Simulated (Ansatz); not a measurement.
**GaAs: Ga → Ti**

Start from GaAs in the zinc blende structure (space group F-43m, No. 216; a = 5.659 Å).

One thing is altered: every Ga is replaced by Ti; the structure is relaxed again.

Method: PBEsol (Ansatz, a first-principles code; PAW; 420 eV plane waves; without spin-orbit coupling), earlier PAW set. Settings: 14×14×14 k-points, 0.05 eV Fermi–Dirac smearing, for the changed cell.

```tsv
quantity	base	changed	shift
density	5.30 g/cm³	4.43 g/cm³	-0.87 g/cm³
lattice parameter a	5.659 Å	5.688 Å	+0.029 Å
shortest interatomic distance	2.451 Å	2.463 Å	+0.012 Å
band gap	0.42 eV	zero	–
```

Cost of the whole job for the changed cell (relaxation, final SCF and bands): roughly 100 core-seconds.

Whether these cells are dynamically stable was not tested. As relaxed here, TiAs is a hypothetical phase, not in the database extracts checked. All final runs are without spin polarisation. An odd electron count without spin: TiAs. TiAs has a high density of states at the Fermi level and may be magnetic at this level.
